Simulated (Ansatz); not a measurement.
BP (model structure, started from the GeS type, Pnma, No. 62, 8 atoms in the cell) was calculated with PBEsol (plane waves, PAW; Ansatz, a first-principles code).

Settings: plane-wave cutoff 520 eV, 10×18×10 k mesh (along the axes of the cell as run), Fermi–Dirac smearing 0.05 eV, scalar-relativistic PAW data made under PBE.

Cell (relaxed with PBE-D3(BJ)):

```cif
data_B4P4
_chemical_formula_sum 'B4 P4'
_space_group_name_H-M_alt 'Pnma'
_space_group_IT_number 62
_space_group_name_Hall '-P 2ac 2n'
_cell_length_a 6.20494
_cell_length_b 3.21398
_cell_length_c 5.36320
_cell_angle_alpha 90.000
_cell_angle_beta 90.000
_cell_angle_gamma 90.000
loop_
_atom_site_label
_atom_site_type_symbol
_atom_site_symmetry_multiplicity
_atom_site_Wyckoff_symbol
_atom_site_fract_x
_atom_site_fract_y
_atom_site_fract_z
_atom_site_occupancy
B1 B 4 c 0.16278 0.25000 0.39947 1
P1 P 4 c 0.33798 0.25000 0.10719 1
```

Task: What does this level give for the band gap?

Result: 
- band gap = 0.59 eV (on the SCF k mesh)

Note: the relaxation could raise the start's symmetry but not lower it, so the cell can be a saddle point; cell and atoms aren't relaxed at this level (pressure 1.0 GPa).

Computed values are for the static lattice.

A model structure was made by putting elements into a prototype or built by hand; it is no filed structure, need not be a known phase, and can be a saddle point held by its symmetry.
